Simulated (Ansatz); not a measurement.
# Rh: energy against volume

Rh (fcc, Fm-3m, 13.520 Å³/atom and stress up to 0.01 GPa in the relaxed cell, cube axes along x, y and z) under an equal strain ε along all three axes. PBEsol in Ansatz, a plane-wave DFT program (PAW, default set), 420 eV, 30×30×30 Γ-centred mesh, Fermi-Dirac smearing 0.10 eV.

Here V stands for volume and E for E less E0.

| volume (Å³/atom) | E less E0 (meV/atom) | pressure (GPa) |
|---|---|---|
| 12.7245 | 46.11 | 20.74 |
| 12.9202 | 24.92 | 14.93 |
| 13.1180 | 10.43 | 9.55 |
| 13.3177 | 2.24 | 4.58 |
| 13.5195 | 0.00 | 0.00 |
| 13.7233 | 3.33 | -4.22 |
| 13.9292 | 11.91 | -8.10 |
| 14.1371 | 25.42 | -11.67 |
| 14.3470 | 43.54 | -14.94 |
| 14.7731 | ? | ? |

Taking the third-order Birch-Murnaghan form, a cubic in V^(-2/3) for E over the 9 complete rows: With u = V^(-2/3) - 0.176, the rows have u = 0.007473, 0.005616, 0.003786, 0.001984, 0.000208, -0.001541, -0.003264, -0.004962, -0.006634. Least squares gives E = 0.107 - 715.50·u + 898075·u² + 2867049·u³. Residuals (row less fit): 0.000, -0.001, 0.003, -0.005, 0.003, -0.002, -0.001, 0.001, -0.001; standard error 0.003 (degrees of freedom: 5). Its minimum lies at u = 0.000398, so V0 = (0.176398)^(-3/2) = 13.50. There d²E/du² = 1803000 and d³E/du³ = 1.720e7, so B0 = (4/9) × 13.50^(-7/3) × 1803000 × 0.160218 = 296 GPa (the last factor turns the table's units into GPa), and B0' = 4 + (2/3) × 0.176398 × (1.720e7)/1803000 = 5.1. B0' rests on the cubic coefficient alone and has a standard error of 0.1 from these residuals.

### Question
Estimate the missing E (V = 14.7731); what did the run itself give?

### Answer
u = -0.009907, so E = 0.107 - 715.50 × (-0.009907) + 898075 × (-0.009907)² + 2867049 × (-0.009907)³ = 92.553 meV/atom. The calculation gives 92.48 meV/atom, 0.073 meV/atom below the prediction (0.1 % of the range of E in the table). The row lies outside the fitted rows, so this is an extrapolation. The scatter of the fitted rows lies at the last printed digit.

In a metal these values are sensitive to mesh and smearing; energies are taken to zero smearing, stresses follow the free energy. The runs aren't spin-polarised. Other structures, which can take over under pressure, weren't tried. The same form fitted to the pressure column gives B0' = 5.1; series where the two differ by over 0.4 aren't shown. Rows are the converged runs of the series near zero and its far end, less any whose ions stayed unrelaxed beside relaxed ones; series whose fitted rows scatter by over a few per cent of the range, as at a crossing or softening among them, aren't shown in this form.
